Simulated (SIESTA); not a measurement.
## Relaxation of cell and atoms of LaPb3 (Pm-3m, 4 atoms in the cell) at several settings

```
LaPb3
1.0
    4.90600     0.00000     0.00000
    0.00000     4.90600     0.00000
    0.00000     0.00000     4.90600
La Pb
1 3
Direct
  0.00000   0.00000   0.00000
  0.00000   0.50000   0.50000
  0.50000   0.00000   0.50000
  0.50000   0.50000   0.00000
```

Base: GGA PBEsol, numerical atomic orbitals DZP, PseudoDojo PBEsol standard norm-conserving potentials (rewritten from UPF to PSML) (SIESTA). Its settings: XC.functional = GGA; XC.authors = PBEsol; potentials = PseudoDojo PBEsol standard; PAO.BasisSize = DZP; PAO.EnergyShift = 0.005 Ry; MeshCutoff = 350 Ry; kgrid.MonkhorstPack = 9 9 9; OccupationFunction = FD; ElectronicTemperature = 0.1 eV; MaxSCFIterations = 150; SCF.Mixer.Method = Broyden; SCF.Mixer.Weight = 0.1; SCF.Mixer.History = 8; SCF.DM.Tolerance = 1.0E-04. Starting volume 29.52 Å³ per atom.

Each line gives the change from the base single point and the result:

- MD.TypeOfRun: default → Broyden; MD.Steps: default → 40; MD.MaxForceTol: default → 0.02 eV/Ang; MD.VariableCell: default → true; MD.MaxStressTol: default → 0.05 GPa: pressure -0.02 GPa; final cell a = b = c = 4.9322 Å, α = β = γ = 90.00°; final volume per atom 30.00 Å³; relaxation steps 3; free energy against the base single point -0.9 meV/atom.
- MD.TypeOfRun: default → Broyden; MD.Steps: default → 40; MD.MaxForceTol: default → 0.02 eV/Ang; MD.VariableCell: default → true; MD.MaxStressTol: default → 0.05 GPa; Target.Pressure: default → 2 GPa: pressure 1.97 GPa; final cell a = b = c = 4.867 Å, α = β = γ = 90.00°; final volume per atom 28.82 Å³; relaxation steps 6; free energy against the base single point 5.4 meV/atom.

The starting cell comes from a database of published, mostly measured structures (it also holds non-ambient and calculated ones), without a prior relaxation at this level. Values carry the incompleteness of an atom-centred basis.

Left out of this page: 1 run of the series held back from this collection.
